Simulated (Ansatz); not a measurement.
Relaxation of the outer planes of the (111) surface of fluorite in its 1x1 cell (cut with top plane F, bottom plane F), outermost plane spacing 0.80 Å in the ideal cut.

Computed with PBE (plane waves to 420 eV, PAW; Ansatz, a quantum-chemistry and plane-wave program).

Set-up: 24 atoms, Ca8F16, 23.9 Å thick at the start; mesh 8x8x1; 0.025 eV smearing; dipole correction on; all atoms relaxed; held to the start's symmetry, so lower structures may exist; no spin, no spin-orbit, no U.

| plane | atoms | bulk spacing to the next (Å) | relaxed spacing (Å) | change (%) | rumpling (Å) |
|---|---|---|---|---|---|
| 1 | F | 0.795 | (withheld) | (withheld) | 0.00 |
| 2 | Ca | 0.795 | 0.799 | 0.5 | 0.00 |

Fill in the missing entries.


- 1, relaxed spacing (Å): 0.813
- 1, change (%): 2.3
